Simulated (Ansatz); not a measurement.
Consider the following.

Host crystal: rock-salt MgO, with a band gap (PBE, scalar-relativistic without spin-orbit coupling).

End structure of Au on the 1x1 (100) surface of rock-salt MgO (cut with top plane Mg + O), one in a 2x2 cell, started at the site 'top O':

```
CELL_PARAMETERS angstrom
      6.01553     0.00000     0.00000
      0.00000     6.01553     0.00000
      0.00000     0.00000    25.50000
ATOMIC_POSITIONS crystal
  Mg 0.25000 0.25000 0.37584
  Mg 0.25000 0.75000 0.37584
  Mg 0.75000 0.25000 0.37584
  Mg 0.75000 0.75000 0.37584
  O  0.00000 0.00000 0.37390
  O  0.00000 0.50000 0.37390
  O  0.50000 0.00000 0.37390
  O  0.50000 0.50000 0.37390
  Mg 0.00000 0.00000 0.45809
  Mg 0.00000 0.50000 0.45809
  Mg 0.50000 0.00000 0.45809
  Mg 0.50000 0.50000 0.45809
  O  0.25000 0.25000 0.45846
  O  0.25000 0.75000 0.45846
  O  0.75000 0.25000 0.45846
  O  0.75000 0.75000 0.45846
  Mg 0.25000 0.25000 0.54058
  Mg 0.25000 0.75000 0.54226
  Mg 0.75000 0.25000 0.54226
  Mg 0.75000 0.75000 0.54186
  O  0.00062 0.00062 0.54171
  O  0.00062 0.49938 0.54171
  O  0.49938 0.00062 0.54171
  O  0.49938 0.49938 0.54171
  Mg 0.99645 0.99645 0.62548
  Mg 0.99645 0.50355 0.62548
  Mg 0.50355 0.99645 0.62548
  Mg 0.50355 0.50355 0.62548
  O  0.25000 0.25000 0.62486
  O  0.25000 0.75000 0.62519
  O  0.75000 0.25000 0.62519
  O  0.75000 0.75000 0.62562
  Au 0.25000 0.25000 0.71468
```

Slab: 33 atoms, 6.4 Å thick at the start under the adsorbate (thin: gaps and levels are the slab's own); k 3x3x1, smearing 0.01 eV, dipole-corrected; 16 atoms held, the rest relaxed; start symmetry kept, larger cells not searched; spin-polarised, ending with about 1.0 μB a cell; orders that need a larger cell were not tried, no spin-orbit, no U, no dispersion correction. At the end it is bonded to 4 Mg + O. In PBE it is, or lies within 0.03 eV of, the lowest of the starts that converged.

A negative adsorption energy means that the adsorbate is more stable on the surface than in its reference.

Give the change of the step from the bottom to the top vacuum level, against the clean slab at the level PBE (Ansatz, an electronic-structure program).

1.38 eV

Give the adsorption energy against an atom of fcc Au at the level PBE.

2.21 eV
